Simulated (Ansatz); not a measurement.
Start from SiSe2 (space group Ibam, No. 72; a = 6.3014 Å, b = 9.3016 Å, c = 5.8556 Å; made of chains). Axes: x, y, z lie along a, b, c of the conventional cell.

The values are results of Kohn–Sham DFT with the PBEsol functional, run in Ansatz (an electronic-structure program) with PAW and 420 eV plane waves, without spin-orbit coupling, not measurements.

Strains are applied to the cell and any free atomic positions relax; under biaxial strain the out-of-plane vector relaxes too.

One change was made to it. Results:

```tsv
quantity	base	after
pressure (mean of the normal stresses, compression positive)	0.01 GPa	-0.35 GPa
smallest direct gap	1.71 eV	1.72 eV
```

Name the change that was made.
A. strain tensor (xx, yy, zz, yz, xz, xy) = (+1.70, +1.06, −1.00, −0.94, +0.22, +0.76) %
B. biaxial strain −3.32 %, plane normal [001], relaxed out of plane
C. strain tensor (xx, yy, zz, yz, xz, xy) = (−0.36, −0.93, +1.33, −0.38, +0.49, −0.98) %
D. biaxial strain −1.99 %, plane normal [001], relaxed out of plane

C, strain tensor (xx, yy, zz, yz, xz, xy) = (−0.36, −0.93, +1.33, −0.38, +0.49, −0.98) %. For comparison, the pressure in the other runs: biaxial strain −1.99 %, plane normal [001], relaxed out of plane gives 0.21 GPa; strain tensor (xx, yy, zz, yz, xz, xy) = (+1.70, +1.06, −1.00, −0.94, +0.22, +0.76) % gives 0.23 GPa; biaxial strain −3.32 %, plane normal [001], relaxed out of plane gives 0.41 GPa.

A biaxial case was relaxed in a doubled cell and then solved in the primitive one. No phonon test of stability was made. No dispersion term is included in the PBEsol runs.
